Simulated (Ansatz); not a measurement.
Consider WSe$_{2}$ (space group Fm-3m, No. 225; a = 6.2658 Å; ferromagnetic; a hypothetical phase, not in the database extracts checked).

Calculations: PBE (Ansatz, a quantum-chemistry and plane-wave program; PAW; 420 eV plane waves; scalar-relativistic without spin-orbit coupling).

For the base:

- Band gap: zero
- Lattice parameter a: 6.266 Å

Modification: hydrostatic tension (pressure −1 GPa).

Task: What does the calculation give for the band gap and lattice parameter a after the change?

Result: The band gap is still zero; the lattice parameter a rises by 0.019 Å to 6.285 Å.

Other magnetic orders, which the real material may have, were not ruled out. Load acts through the strain it causes; cell and atoms are relaxed under it. Stability against distortions was not tested.
